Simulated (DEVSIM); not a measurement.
System: Ti/Al2O3/SiO2/p-Si capacitor, at 300 K.

| layer (left to right) | material | thickness (nm) | Na (cm⁻³) |
|---|---|---|---|
| 1 | Al2O3 | 1.20 | - |
| 2 | SiO2 | 1.30 | - |
| 3 | Si | 6400 | 8.1e15 |

Metal gate on the left, work function 4.33 eV. Fixed charge at the semiconductor interface 2.2e12 cm⁻² (in units of +e); no interface traps.

This is a model device: material constants are rounded textbook-type values typed into the input, and sizes, dopings and lifetimes were drawn at random. Values at 300 K.

```csv
parameter,Al2O3,SiO2,Si
gap (eV),6.8,9,1.124
affinity (eV),1.35,0.9,4.05
permittivity,9,3.9,11.7
Nc (cm⁻³),-,-,2.86e19
Nv (cm⁻³),-,-,3.1e19
```

Simulated with DEVSIM: 1D Poisson equation in equilibrium, Boltzmann statistics, complete ionisation; no quantum confinement or tunnelling. Metal contacts follow the ideal Schottky-Mott rule: no Fermi-level pinning, no interface dipoles.

### Question
Tabulate band edges, carrier densities and field at -0.4 V on the gate.

### Answer
Energies count from the Fermi level of the right contact; mesh points crowd at the junctions.

```csv
x (μm),Ec (eV),Ev (eV),n (cm⁻³),p (cm⁻³),field (V/cm)
0.000,3.380,-3.420,< 1e2,< 1e2,-400000
0.0006622,3.353,-3.447,< 1e2,< 1e2,-400000
0.001423,3.760,-5.240,< 1e2,< 1e2,-930000
0.002043,3.703,-5.297,< 1e2,< 1e2,-930000
0.003475,0.514,-0.610,6.6e10,1.8e9,30000
0.006156,0.522,-0.602,4.8e10,2.4e9,30000
0.01258,0.541,-0.583,2.3e10,5.0e9,29000
0.03458,0.603,-0.521,2.1e9,5.4e10,27000
0.07631,0.703,-0.421,4.5e7,2.6e12,21000
0.1704,0.849,-0.275,160000,7.4e14,9800
0.3827,0.910,-0.214,15000,7.8e15,190
1.129,0.911,-0.213,14000,8.1e15,≈ 0
2.546,0.911,-0.213,14000,8.1e15,≈ 0
4.604,0.911,-0.213,14000,8.1e15,≈ 0
5.795,0.911,-0.213,14000,8.1e15,≈ 0
6.134,0.911,-0.213,14000,8.1e15,≈ 0
6.288,0.911,-0.213,14000,8.1e15,≈ 0
6.352,0.911,-0.213,14000,8.1e15,≈ 0
6.386,0.911,-0.213,14000,8.1e15,≈ 0
6.396,0.911,-0.213,14000,8.1e15,≈ 0
6.400,0.911,-0.213,14000,8.1e15,≈ 0
6.402,0.911,-0.213,14000,8.1e15,≈ 0
```
